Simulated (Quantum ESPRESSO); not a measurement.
Effort and miss along a sweep of vacuum between outermost atoms (Å): a (100) slab of Sr2Mg (cut from a parent of space group no. 140; 12 atoms in the cell)

Cell: a = 7.1062 Å, b = 8.6894 Å, c = 17.2358 Å, α = 90.00°, β = 90.00°, γ = 90.00°.

Method: LDA (PZ), GBRV 1.5 ultrasoft (LDA) pseudopotentials (plane waves; Quantum ESPRESSO).

Base settings: ecutwfc = 40 Ry; ecutrho = 200 Ry; occupations = smearing; smearing = marzari-vanderbilt; degauss = 0.0073499 Ry; potentials = {Sr: sr_lda_v1.uspp.F.UPF, Mg: mg_lda_v1.4.uspp.F.UPF}; K_POINTS = automatic 3 2 1 0 0 0; conv_thr = 1e-10 Ry; mixing_beta = 0.4.

Misses are taken against the tightest run, 22.0, which need not be fully converged itself. The energy is the free energy per atom.

The count of work is k-points × plane waves × bands × iterations; it is no time, and leaves out set-up, grids and terms that scale otherwise. Core times come from one kind of shared machine and are given to one figure; runs under 30 s give none.

The starting cell comes from a database of computed structures (which also holds hypothetical and non-ambient phases and stackings), without a prior relaxation at this level. The slab is cut from that crystal, and its faces are unrelaxed. Its lattice was rescaled in the plane by a random factor within 2.5 % of one. Without a gap this mesh is coarse (it stands for a supercell whose shortest in-plane vector is 17 Å).

| vacuum between outermost atoms (Å) | energy less reference (meV/atom) | largest difference in the force on any atom (eV/Å) | count of work / reference | core time / reference (rough) |
|---|---|---|---|---|
| 3.0 | -232.03 | 0.595 | 0.30 | 0.2 |
| 4.0 | -123.66 | 0.426 | 0.36 | 0.3 |
| 5.0 | -57.20 | 0.202 | 0.39 | 0.4 |
| 6.0 | -23.01 | 0.070 | 0.45 | 0.4 |
| 8.0 | -1.96 | 0.006 | 0.56 | 0.5 |
| 10.0 | 0.06 | 0.004 | 0.55 | 0.5 |
| 12.0 | 0.06 | 0.001 | 0.70 | 0.7 |
| 15.0 | -0.01 | 0.001 | 0.76 | 0.7 |
| 18.0 | 0.00 | 0.000 | 0.86 | 0.8 |
| 22.0 | 0.00 | 0.000 | 1.0 | 1 |

Coarsest setting among those run that, with all tighter ones, holds the energy within 10 meV/atom of the reference: 8.0, off by 2.0 meV/atom; its saving against the reference is no more than about a factor of 2 in the count of work.

Coarsest setting among those run that, with all tighter ones, holds the energy within 1 meV/atom of the reference: 10.0, off by 0.06 meV/atom; its saving against the reference is no more than about a factor of 2 in the count of work.

The step from 4.0 to 18.0: it takes the miss in the energy from 120 to 0.00 meV/atom, for 2.4 times the count of work and roughly 2 times the time.

Left out of this page: 1 run of the series outside the window shown, repeating another row's setting, or not comparable.
